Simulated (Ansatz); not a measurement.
The parent structure is InP in the wurtzite structure (space group P6_3mc, No. 186; a = 4.1487 Å, c = 6.8100 Å; a model cell, its experimental status unchecked).

Level of theory: Ansatz (a first-principles code), PBEsol, PAW, cutoff 420 eV, no SOC.

Before the change:

The shortest interatomic distance is 2.543 Å.

The change: hydrostatic tension (pressure −2 GPa).

Q: Predict the new mean gap deformation potential ΔEg/Δln V and shortest interatomic distance.

A: The mean gap deformation potential ΔEg/Δln V comes out as -5.4 eV; the shortest interatomic distance increases by 0.027 Å (2.543 Å → 2.570 Å).

Load acts through the strain it causes; cell and atoms are relaxed under it. Whether these cells are dynamically stable was not tested. This is not the structure that InP has at room temperature and ambient pressure.
